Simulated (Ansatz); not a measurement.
# MoP (P-6m2): band-structure transport figures

```yaml
crystal:
  lattice:
    - [3.20677, 0.00000, 0.00000]
    - [-1.60338, 2.77714, 0.00000]
    - [0.00000, 0.00000, 3.17267]
  atoms:
    - { symbol: Mo, position: [0.00000, 0.00000, 0.00000] }
    - { symbol: P, position: [0.33333, 0.66667, 0.50000] }
```

The numbers are results of PBEsol, rigid bands (plane waves, PAW, scalar-relativistic; Ansatz, a quantum-chemistry and plane-wave program), not measurements. How the cell was made: cell and atoms relaxed with PBEsol.

- density of states at the Fermi level: 0.760 states/(eV·cell), both spins
- bare Sommerfeld coefficient: 0.90 mJ/(mol of atoms·K²)
- Drude plasma energy: 5.3 (x), 5.3 (y), 6.1 (z) eV
- root-mean-square Fermi velocity: 6.6e5 m/s
- resistivity times τ: 17.7 (x), 17.7 (y), 13.1 (z) ×10⁻²² Ω·m·s

A metal at this level (no band gap); rigid bands, thermally averaged at 300 K, both spins. Spin-orbit coupling is left out. τ is one relaxation time for all states.

Formula and space group known from diffraction (Crystallography Open Database), not checked to be the room-temperature form: MoP (P-6m2).
